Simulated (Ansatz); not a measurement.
Start from WSe₂ (space group P6_3/mmc, No. 194; a = 3.2305 Å, c = 12.4111 Å; layered, stacked along the Cartesian z axis). Axes: x lies along a and z along c of the hexagonal cell.

Method: plane-wave PAW DFT at the PBEsol-D3(BJ) level (Ansatz, a program for electronic structure, 420 eV), no SOC.

For the base:

| Property | Value |
|---|---|
| Hole mass | 1.5 mₑ along c, 0.60 mₑ across (at Γ) |
| Smallest direct gap | 1.65 eV |

The change: uniaxial strain ε_zz = +2.40 %, all other strain components held at zero, atoms relaxed at fixed cell.

Task: Predict the new hole mass.

Result: The hole mass goes from 1.5 mₑ along c, 0.60 mₑ across (at Γ) to 1.2 mₑ along z, 0.75 mₑ across (at Γ).

Task: What happens to the energy relative to the base?

Result: The energy goes up by 3.1 meV/atom.

Task: Estimate the effect on the smallest direct gap.

Result: The smallest direct gap increases by 0.06 eV, from 1.65 eV to 1.71 eV.

Task: Estimate the effect on the stress.

Result: The stress (xx, yy, zz, yz, xz, xy; compression positive) is (-0.40, -0.40, -2.06, 0.00, 0.00, 0.00) GPa.

Spin-orbit coupling, missing from the scalar runs, can matter with W. Masses are band curvatures over ±0.01 Å⁻¹ around the edge. No phonon test of stability was made.
